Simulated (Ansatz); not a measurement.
# CdSiN2 (model structure, started from the MgZrN2 type, I4₁/amd, No. 141, 8 atoms in the cell): properties by level of theory

```
level (code)     equilibrium lattice constant a (Å)  lattice parameter c (Å)  bulk modulus B0 (GPa)  cohesive energy (eV/atom)  band gap (eV)
---------------  ----------------------------------  -----------------------  ---------------------  -------------------------  -------------
LDA (Ansatz)                                  4.333                    8.692                      …                          …           1.08
PBE (Ansatz)                                  4.444                    8.801                      …                       3.77              …
PBEsol (Ansatz)                               4.376                    8.750                      …                          …           0.92
r²SCAN (Ansatz)                               4.422                    8.669                    188                       3.78           1.30
```

Problem. What belongs in the gaps?

Solution. 
- LDA (Ansatz, a program for electronic structure), bulk modulus B0 (GPa): 207
- LDA (Ansatz), cohesive energy (eV/atom): 4.78
- PBE (Ansatz), bulk modulus B0 (GPa): 168
- PBE (Ansatz), band gap (eV): 0.71
- PBEsol (Ansatz), bulk modulus B0 (GPa): 192
- PBEsol (Ansatz), cohesive energy (eV/atom): 4.24

Computed values are for a static lattice. Levels without +SOC have no spin–orbit coupling; where heavier elements are present it shifts gaps, mostly down, and can invert bands.  Each level is taken at its own relaxed cell. Cutoffs differ between the levels. Ansatz's density-functional and Hartree–Fock values are scalar-relativistic unless marked +SOC, with PAW data made under PBE.

Caveats: the bulk modulus is −V dP/dV from two relaxed cells at ±2 % in volume (LDA, PBE, PBEsol, r²SCAN). Ansatz's density-functional and Hartree–Fock values are scalar-relativistic unless marked +SOC, with PAW data made under PBE.

Free atoms are spin-polarised, in the lowest state found; at levels without +SOC their spin–orbit coupling is left out.

A model structure was made by putting elements into a prototype or built by hand; it is no filed structure, need not be a known phase, and can be a saddle point held by its symmetry.
